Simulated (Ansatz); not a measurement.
Take a 12-atom supercell of Al2Cu (space group I4/mcm, No. 140; a = 6.059 Å, c = 4.874 Å) at its relaxed geometry as the base.

(Cell as relaxed with PBE.)

Levels (all Ansatz, a first-principles code, PAW, earlier PAW set): PBE (420 eV, scalar-relativistic without spin-orbit coupling); r2SCAN (500 eV, no SOC).

Each level relaxes its own structure.

Modification: one Cu atom is replaced by Pt, atoms relaxed at fixed cell, starting from a slightly rattled geometry.

```csv
quantity,PBE,r2SCAN
pressure,3.0 GPa,___
largest displacement of a host atom from its site in the perfect cell,0.09 Å,___
```

Q: Given the PBE results, estimate those of r2SCAN.

A: 
- pressure, r2SCAN: 3.9 GPa
- largest displacement of a host atom from its site in the perfect cell, r2SCAN: 0.09 Å

PBE's pressure lies 0.9 GPa below r2SCAN's; the two agree on the largest displacement of a host atom from its site in the perfect cell. Neither level is exact; r2SCAN is the comparison here, not a measurement.

The cell is small, so the values are those of an ordered compound at a high defect concentration; dilute-limit values will differ. All final runs are without spin polarisation.
